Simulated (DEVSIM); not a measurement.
System: Ge n-p junction from an implanted or diffused profile, at 350 K.

| layer (left to right) | material | thickness (μm) | Na (cm⁻³) | τn (s) | τp (s) |
|---|---|---|---|---|---|
| 1 | Ge | 31.0 | 2.4e14 | 1e-7 | 1e-7 |

Added donor profile: 1.4e18 cm⁻³ × exp(−(x − 0 μm)²/(2·(0.068 μm)²)). Left contact: ohmic. Right contact: ohmic. Voltage is applied to the left contact. Recombination: SRH at mid-gap, Auger. Mobility is μmin + (μ − μmin)/(1 + (N/Nref)^α).

Constants are typed, rounded textbook-type inputs, not results; the design itself was drawn at random and stands for no fabricated device. Values at 300 K; Nc and Nv go as T^1.5, mobilities as T to minus their exponent, the gap by Varshni's rule with the affinity fixed.

| parameter | Ge |
|---|---|
| gap (eV) | 0.664 |
| affinity (eV) | 4 |
| permittivity | 16 |
| Nc (cm⁻³) | 1.04e19 |
| Nv (cm⁻³) | 6e18 |
| μn (cm²/Vs) | 3900 |
| μp (cm²/Vs) | 1900 |
| μn,min | 150 |
| μp,min | 100 |
| Nref,n | 2.6e17 |
| Nref,p | 4e17 |
| αn | 0.56 |
| αp | 0.6 |
| T exponent of μn | 1.66 |
| T exponent of μp | 2.33 |
| Cn (cm⁶/s) | 1e-31 |
| Cp (cm⁶/s) | 1e-31 |
| Varshni α (eV/K) | 0.000477 |
| Varshni β (K) | 235 |

Simulated with DEVSIM: 1D drift-diffusion, Boltzmann statistics, complete ionisation; no tunnelling, impact ionisation, image-force lowering or self-heating.

Q: Give the dark forward current.

A: 
(V (V), J (A/cm²)): (-0.05, -2.0); (-0.10, -6.6); (-0.15, -16); (-0.20, -32); (-0.30, -94); (-0.35, -140); (-0.40, -200); (-0.45, -270); (-0.50, -350); (-0.55, -440); (-0.65, -620); (-0.70, -720); (-0.75, -830); (-0.80, -930); (-0.85, -1000); (-0.90, -1100); (-1.00, -1300); (-1.05, -1400); (-1.10, -1500); (-1.15, -1600)
